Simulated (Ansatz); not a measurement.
We consider antifluorite Be₂C, described by LDA in Ansatz (plane waves, PAW).

Run with plane-wave cutoff 520 eV, 14×14×14 k mesh, Fermi–Dirac smearing 0.01 eV, scalar-relativistic PAW data made under PBE.

Pressure at four volumes; x = ln(V/6.481 Å³). One pressure is withheld.

```csv
V (Å³/atom),x,P (GPa)
6.092,-0.0619,14.89
6.481,0.0000,-0.04
6.741,0.0393,-7.99
6.870,0.0583,?
```

Task: Pass a parabola P(x) through the three rows shown, estimate the bulk modulus and its pressure derivative near zero pressure, and predict the withheld pressure.

Result: Slopes between the rows: (-0.04 − (14.89))/(0.0000 − (-0.0619)) = -241.20 and (-7.99 − (-0.04))/(0.0393 − (0.0000)) = -202.29 GPa. Their difference over the span 0.1012 is c = 38.91/0.1012 = 384.5 GPa, so P(x) = 14.89 + (-241.20)(x − (-0.0619)) + 384.5 (x − (-0.0619))(x − (0.0000)). At the middle row B = −dP/dx = −[-241.20 + 384.5 × 0.0619] = 217.4 GPa, and B′ = dB/dP = 2c/B = 3.5. At x = 0.0583 the parabola gives -11.41 GPa; the run gives -11.46 GPa. The Birch–Murnaghan fit to the energies at all volumes has B0 = 217 GPa and B′ = 3.5.

Ansatz is a program for electronic structure.
